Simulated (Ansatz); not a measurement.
Take CoSi2 (space group Fm-3m, No. 225; a = 5.312 Å; non-magnetic) as the base.

Calculations: PBEsol in Ansatz (plane waves to 420 eV, PAW, spin-orbit coupling left out).

Base values:

| Property | Value |
|---|---|
| Pressure | 0.0 GPa |

Perturbation: every lattice vector is stretched by 2.03 %; the atoms relax in the strained cell.

Problem. What happens to the energy relative to the base?

Solution. The energy goes up by 26 meV/atom.

Problem. How does this affect the pressure?

Solution. The pressure goes from zero to -10.2 GPa.

Whether these cells are dynamically stable was not tested. Seeded moments were not kept for the base. The final runs are not spin-polarised. An odd electron count without spin: CoSi2.

Ansatz is a quantum-chemistry and plane-wave program.
